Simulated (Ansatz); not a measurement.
**GaN, response to strain**

Consider GaN in the wurtzite structure (space group P6_3mc, No. 186; a = 3.183 Å, c = 5.185 Å).

Strains are applied to the cell and any free atomic positions relax.

Method: DFT with PBEsol, PAW potentials and a 420 eV plane-wave cutoff in Ansatz (an electronic-structure program), spin-orbit coupling left out.

Notes on the quantities. energy relative to the base: free energy F.

| case | shortest interatomic distance | energy relative to the base | band gap |
|---|---|---|---|
| base | 1.946 Å | 0 meV/atom | 1.88 eV |
| isotropic strain −3.00 % | 1.888 Å | ? | ? |
| isotropic strain −2.40 % | 1.899 Å | +38 meV/atom | 2.35 eV |
| isotropic strain −1.80 % | 1.911 Å | +21 meV/atom | 2.23 eV |
| isotropic strain −1.20 % | 1.923 Å | +9.0 meV/atom | 2.11 eV |
| isotropic strain −0.60 % | 1.934 Å | +2.2 meV/atom | 1.99 eV |

What belongs in the blanks?


- isotropic strain −3.00 %, energy relative to the base: +60 meV/atom
- isotropic strain −3.00 %, band gap: 2.47 eV

Gaps are read on the SCF mesh and a high-symmetry path. Stability against distortions was not tested.
